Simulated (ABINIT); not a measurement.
Worked example: self-consistent single point of Li₂Cu₃Ge (P1, 6 atoms in the cell) in ABINIT.

Level of theory: LDA (PW92), PAW (JTH v2.0 LDA PAW) (plane waves; ABINIT 10.0.3).

The change in words: lattice scaled by 0.98. Reference geometry:
```yaml
crystal:
  lattice:
    - [2.48373, 1.43398, 3.94919]
    - [-2.48373, 1.43398, 3.94919]
    - [0.00000, -2.86796, 3.94919]
  atoms:
    - { symbol: Li, position: [0.63396, 0.62056, 0.63281] }
    - { symbol: Li, position: [0.37594, 0.36832, 0.37588] }
    - { symbol: Cu, position: [0.99487, 0.50369, 0.00760] }
    - { symbol: Cu, position: [0.98554, 0.01702, 0.49361] }
    - { symbol: Cu, position: [0.52192, 0.98895, 0.98950] }
    - { symbol: Ge, position: [0.98777, 0.00147, 0.00061] }
```

Reference input (self-consistent single point, DFT, LDA (PW92), plane waves, PAW (JTH v2.0 LDA PAW)): pseudos = [Li.LDA_PW-JTH.xml, Cu.LDA_PW-JTH.xml, Ge.LDA_PW-JTH.xml]; ecut = 30 Ha; pawecutdg = 60 Ha; pawxcdev = 0; ixc = 7; occopt = 7; tsmear = 0.1 eV; ngkpt = 4 4 4; nshiftk = 1; shiftk = 0 0 0; potentials = JTH v2.0 LDA PAW; nband = 49. This run's input differs from it in these lines:

```diff
@@ -5,5 +5,5 @@
 rprim
-         4.6935694675    2.7098332476    7.4628875141
-        -4.6935694675    2.7098332476    7.4628875141
-         0.0000000000   -5.4196664953    7.4628875141
+         4.5996973223    2.6556359024    7.3136293859
+        -4.5996973223    2.6556359024    7.3136293859
+         0.0000000000   -5.3112736945    7.3136293859
 natom 6
```

Output, abridged:

```
--- !BeginCycle
solver: {iscf: 17, nstep: 100, nline: 4, wfoptalg: 10, }
tolerances: {toldfe: 1.00E-09, }
...

     iter   Etot(hartree)      deltaE(h)  residm     nres2
 ETOT  1  -699.73891642810    -6.997E+02 1.056E+01 1.908E+02
 ETOT  2  -705.71642991885    -5.978E+00 2.066E-01 3.370E+02
 ETOT  3  -704.98870070635     7.277E-01 1.784E-01 4.297E+00
 ETOT  4  -704.99966094126    -1.096E-02 8.501E-02 1.629E+00
 ETOT  5  -704.99880404250     8.569E-04 7.664E-02 1.238E+00
   [... 8 lines left out ...]
 ETOT 14  -704.99596838848    -5.455E-10 8.473E-03 5.314E-06
 ETOT 15  -704.99596838983    -1.348E-09 2.882E-03 5.204E-07
 ETOT 16  -704.99596838992    -8.379E-11 2.103E-03 8.612E-08
 ETOT 17  -704.99596838979     1.262E-10 6.167E-04 1.198E-08
 At SCF step   17, etot is converged :
  for the second time, diff in etot=  1.262E-10 < toldfe=  1.000E-09

 Cartesian components of stress tensor (hartree/bohr^3)
  sigma(1 1)=  2.52208599E-05  sigma(3 2)= -8.01455777E-06
  sigma(2 2)=  2.98816801E-05  sigma(3 1)= -1.06189460E-05
  sigma(3 3)= -3.18678668E-05  sigma(2 1)=  1.93535134E-06

 ----iterations are completed or convergence reached----

 reduced coordinates (array xred) for    6 atoms
       0.633956000000      0.620562000000      0.632809000000
       0.375942000000      0.368316000000      0.375877000000
       0.994871000000      0.503692000000      0.007599000000
       0.985538000000      0.017016000000      0.493605000000
       0.521919000000      0.988946000000      0.989496000000
       0.987774000000      0.001467000000      0.000613000000
   [... lines left out ...]
 Fermi (or HOMO) energy (hartree) =   0.19293   Average Vxc (hartree)=  -0.38505
 Fermi (or HOMO) energy (eV) =   5.24993   Average Vxc (eV)= -10.47783
   [... lines left out ...]
'-kT*entropy'       : -3.98331557687066E-04
total_energy        : -7.04995979053487E+02
total_energy_eV     : -1.91839162057810E+04
...

-Cartesian components of stress tensor (GPa)         [Pressure= -2.2786E-01 GPa]
- sigma(1 1)=  7.42023191E-01  sigma(3 2)= -2.35796391E-01
- sigma(2 2)=  8.79149233E-01  sigma(3 1)= -3.12420124E-01
- sigma(3 3)= -9.37584853E-01  sigma(2 1)=  5.69399928E-02

 Calculation completed.
```

The run converged in 17 iterations. Against the reference run the free energy drops by 12.9 meV/atom, the pressure goes from -5.04 to -0.23 GPa and the largest force goes from 1.244 to 1.608 eV/Å.

The starting cell comes from a database of computed structures (which also holds hypothetical and non-ambient phases and stackings), without a prior relaxation at this level. Its atoms were displaced at random from the sites of space group no. 166. For this run, on top of that: lattice scaled by 0.98. Spin polarisation is off. Forces in this geometry exceed 1 eV/Å.

Cost on one core of a shared machine: roughly 5 min.
